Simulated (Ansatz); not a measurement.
Data:

End structure of a constructed model of the (111) surface of fcc Au, (√3x√3)R30° surface alloy, Ga on one Au site of the top plane (bottom of the slab: a bare face, its two planes held):

```yaml
crystal:
  lattice:
    - [4.40939, 2.54576, 0.00000]
    - [-4.40939, 2.54576, 0.00000]
    - [0.00000, 0.00000, 28.00000]
  atoms:
    - { symbol: Au, position: [0.00000, 0.66667, 0.28620] }
    - { symbol: Au, position: [0.33333, 0.33333, 0.28620] }
    - { symbol: Au, position: [0.66667, 0.00000, 0.28620] }
    - { symbol: Au, position: [0.00000, 0.33333, 0.37192] }
    - { symbol: Au, position: [0.33333, 0.00000, 0.37192] }
    - { symbol: Au, position: [0.66667, 0.66667, 0.37192] }
    - { symbol: Au, position: [0.00000, 0.00000, 0.45716] }
    - { symbol: Au, position: [0.33333, 0.66667, 0.45735] }
    - { symbol: Au, position: [0.66667, 0.33333, 0.45735] }
    - { symbol: Au, position: [0.00000, 0.66668, 0.54290] }
    - { symbol: Au, position: [0.33332, 0.33332, 0.54290] }
    - { symbol: Au, position: [0.66668, 0.00000, 0.54290] }
    - { symbol: Au, position: [0.00000, 0.32972, 0.62893] }
    - { symbol: Au, position: [0.32972, 0.00000, 0.62893] }
    - { symbol: Au, position: [0.67028, 0.67028, 0.62893] }
    - { symbol: Ga, position: [0.00000, 0.00000, 0.71573] }
    - { symbol: Au, position: [0.33333, 0.66667, 0.71552] }
    - { symbol: Au, position: [0.66667, 0.33333, 0.71552] }
```

Model: 18-atom slab, 12.0 Å thick at the start, 9x9x1 mesh, Fermi-Dirac 0.1 eV, dipole correction, 6 atoms held, the rest relaxed; start symmetry kept, larger cells not searched; no spin, no spin-orbit, no U. It is one candidate, not shown to be the stable structure of the face.

Q: What work function of the top face does Ansatz (a program for electronic structure) with PBE give?

A: 4.88 eV
